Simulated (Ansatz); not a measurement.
Cost and result by functional for the surface energy of the (210) surface of diamond in its 1x1 cell, relaxed from an ideal cut (the real face may reconstruct), outermost plane spacing 0.40 Å in the ideal cut, in Ansatz (plane waves, PAW). Single points on the PBE structure, on one kind of machine; costs are rough ratios of the slab run's core time (references not counted) to the cheapest single point. r2SCAN's cost holds its higher cutoff (500 against 420 eV). Differences are taken against HSE06 for comparison alone: no measured value is at hand, so the table doesn't rank accuracy. HSE06 ran on a coarser k-mesh, which lowers its cost and carries part of its shift.

Model: 29-atom slab, 11.2 Å thick at the start, 8x7x1 mesh, Fermi-Dirac 0.025 eV, dipole correction, all atoms relaxed; start symmetry kept, larger cells not searched; no spin, no spin-orbit, no U. These notes are the PBE run's.

```json
[
 {"functional": "PBEsol", "relative cost": "1", "surface energy (J/m²)": "6.09", "less HSE06 (J/m²)": "-0.37"},
 {"functional": "RPBE", "relative cost": "1", "surface energy (J/m²)": "5.38", "less HSE06 (J/m²)": "-1.09"},
 {"functional": "LDA", "relative cost": "1", "surface energy (J/m²)": "6.41", "less HSE06 (J/m²)": "-0.05"},
 {"functional": "r2SCAN", "relative cost": "4", "surface energy (J/m²)": "6.13", "less HSE06 (J/m²)": "-0.33"},
 {"functional": "HSE06", "relative cost": "20", "surface energy (J/m²)": "6.46", "less HSE06 (J/m²)": "0.00"},
 {"functional": "PBE (the relaxed run's value)", "relative cost": "–", "surface energy (J/m²)": "5.70", "less HSE06 (J/m²)": "-0.76"}
]
```

The values span 1.09 J/m², while the single points' costs differ by a factor of roughly 20. Differences are of unrounded values.

Ansatz is a quantum-chemistry and plane-wave program.
